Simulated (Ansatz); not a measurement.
The starting structures come from a database of crystals and need not be the phases stable at ambient conditions.

The decay constant κ of evanescent states in the gap governs leakage through a thin film.

Data:

```
CrHgO4
1.0
    7.11914     0.00000     0.00000
    0.00000     8.85650     0.00000
    0.00000     4.42825     2.88896
Cr Hg O
2 2 8
Direct
  0.75000   0.36575   0.00000
  0.25000   0.63425   0.00000
  0.50000   0.00000   0.00000
  0.00000   0.00000   0.00000
  0.25000   0.28394   0.48100
  0.75000   0.71606   0.51900
  0.75000   0.23506   0.48100
  0.25000   0.76494   0.51900
  0.06208   0.73805   0.00000
  0.93792   0.26195   0.00000
  0.56208   0.26195   0.00000
  0.43792   0.73805   0.00000
```

Space group of this cell: Cmcm. The cell was relaxed by PBE-D3(BJ); by r2SCAN its mean pressure is -2.8 GPa.

Transport runs along the normal of the first two printed cell vectors.

The gap is the functional's own. No spin-orbit coupling. Mid-gap values are interpolated on the energy grid.

State the band gap and the smallest decay constant κ at mid-gap according to r2SCAN (Ansatz, a first-principles code).

Gap 1.67 eV on a 4×10×10 mesh; κ = 0.433 1/Å, at the zone centre.
